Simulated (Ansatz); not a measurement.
Consider a periodic stack without vacuum, germanium (0 0 1) on cubic SrTiO3 (0 0 1) (film strained to the substrate, faces as cut): substrate slab Sr3Ti4O11, film Ge8, surface cells [[0, 1], [-1, 0]] and [[1, 0], [1, 1]], film strained by -3.3 and -3.3 %, faces OTi/OTi and Ge/Ge as cut (like faces can put a slab off its formula). Its start:

```xyz
26
Lattice="3.9368 0.0000 -0.0041 0.0000 3.9368 0.0009 -1.6681 -1.6339 27.5611" Properties=species:S:1:pos:R:3 pbc="T T T"
Sr    -0.0726    -0.0183     3.2501
Ti     1.8557     1.9355     1.4323
O      0.0204     1.9552     1.3886
O      1.9895    -0.0131     1.3855
O      1.9596     1.9497     3.3110
Sr    -0.0200     0.0092     7.2756
Ti     1.9093     1.9640     5.3208
O     -0.0073     1.9521     5.2895
O      1.9659    -0.0170     5.2928
O      1.9457     1.9476     7.2702
Sr     0.0305     0.0336    11.3148
Ti     1.9854     2.0004     9.2409
O     -0.0365     1.9273     9.2503
O      1.9225    -0.0357     9.2504
O      1.9354     1.9350    11.2336
Ti     2.0277     2.0210    13.1249
O     -0.0591     1.9219    13.1551
O      1.9086    -0.0576    13.1703
Ge     0.9843     0.6381    17.3507
Ge     2.9490     0.8573    15.8738
Ge    -0.9914     2.6179    20.3450
Ge     0.9772     2.6023    18.8344
Ge     0.9660     0.6351    23.3614
Ge    -1.0074     0.6485    21.8554
Ge    -0.9054    -1.1082    26.3150
Ge     1.0539    -1.3309    24.8390
```

The start was prepared with a machine-learned potential, and the result is one local minimum, with the in-plane cell held and forces under 0.04 eV/Å; the film can end far from its bulk form.

Method: PBE (plane waves to 420 eV, PAW; Ansatz, a program for electronic structure). Scalar-relativistic, without spin–orbit coupling; the runs are not spin-polarised; PBE gaps are too small against experiment. Its k-point mesh 6×6×1, Fermi–Dirac width 0.05 eV.

**Question.** Predict the relaxed interface.

**Answer.** 
- interface area: 15.5 Å²
- period: 25.92 Å
- gaps between the outermost planes at the two interfaces: 1.99 and 1.99 Å
- Ge–Ti contacts across the interfaces within 1.22 times the sum of covalent radii: 4, mean 2.95 Å
- Ge–O contacts across the interfaces within 1.22 times the sum of covalent radii: 2, mean 2.08 Å
